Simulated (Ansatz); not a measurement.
A computed series for PbSe: response to strain

Take PbSe in the rock salt structure (space group Fm-3m, No. 225) as the base.

```xyz
2
Lattice="0.0000 3.0890 3.0890 3.0890 0.0000 3.0890 3.0890 3.0890 0.0000" Properties=species:S:1:pos:R:3 pbc="T T T"
Pb     0.0000     0.0000     0.0000
Se     3.0890     3.0890     3.0890
```

Cartesian axes are those of the cell as printed.

Strains are applied to the cell and any free atomic positions relax; under biaxial strain the out-of-plane vector relaxes too.

All numbers come from r2SCAN (Ansatz, a program for electronic structure; PAW; 500 eV plane waves; without spin-orbit coupling).

Notes on the quantities. in-plane stress: mean in-plane stress (compression positive).

```csv
case,band gap,out-of-plane strain,in-plane stress
base,0.67 eV,–,–
"biaxial strain +0.50 %, plane normal [001], relaxed out of plane",…,-0.11 %,-0.7 GPa
"biaxial strain +1.00 %, plane normal [001], relaxed out of plane",…,-0.21 %,-1.3 GPa
"biaxial strain +1.50 %, plane normal [001], relaxed out of plane",0.74 eV,-0.31 %,-1.9 GPa
"biaxial strain +2.00 %, plane normal [001], relaxed out of plane",0.76 eV,-0.41 %,-2.4 GPa
"biaxial strain +2.50 %, plane normal [001], relaxed out of plane",…,-0.52 %,-2.9 GPa
"biaxial strain +3.00 %, plane normal [001], relaxed out of plane",…,-0.62 %,-3.4 GPa
```

Problem. Complete the table.

Solution. 
- biaxial strain +0.50 %, plane normal [001], relaxed out of plane, band gap: 0.69 eV
- biaxial strain +1.00 %, plane normal [001], relaxed out of plane, band gap: 0.72 eV
- biaxial strain +2.50 %, plane normal [001], relaxed out of plane, band gap: 0.77 eV
- biaxial strain +3.00 %, plane normal [001], relaxed out of plane, band gap: 0.79 eV

With Pb present, leaving out spin-orbit coupling can change the band edges. Whether these cells are dynamically stable was not tested.
